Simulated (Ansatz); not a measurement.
**A computed series for WS2: carrier doping**

Take WS2 (space group P6_3/mmc, No. 194; a = 3.1540 Å, c = 12.1415 Å; layered, stacked along the Cartesian z axis) as the base.

Carriers are added at fixed cell with a uniform background; the Fermi–Dirac width is that of 300 K.

All numbers come from Ansatz (an electronic-structure program) PBE-D3(BJ), scalar-relativistic without spin-orbit coupling.

Notes on the quantities. Fermi level from band edge: Fermi level relative to the doped band's edge (positive inside the band; to 0.05 eV).

```
variant                   Fermi level from band edge  gap between the host's bands
------------------------  --------------------------  ----------------------------
undoped                                            –                       0.88 eV
electrons 2.0×10^21 cm⁻³                    +0.30 eV                       0.87 eV
electrons 3.0×10^21 cm⁻³                    +0.40 eV                       0.86 eV
electrons 7.0×10^21 cm⁻³                    +0.60 eV                       0.83 eV
electrons 1.0×10^22 cm⁻³                    +0.80 eV                       0.80 eV
holes 2.0×10^21 cm⁻³                        +0.70 eV                       0.91 eV
holes 3.0×10^21 cm⁻³                        +0.80 eV                       0.92 eV
holes 7.0×10^21 cm⁻³                        +1.05 eV                       0.94 eV
holes 1.0×10^22 cm⁻³                        +1.20 eV                       0.95 eV
```

Charged cell with a jellium background: band edges are those of the host's band count, energies are not comparable with the neutral cell, and many-body gap narrowing is missing. Spin-orbit coupling, missing from the scalar runs, can matter with W. Stability against distortions was not tested.
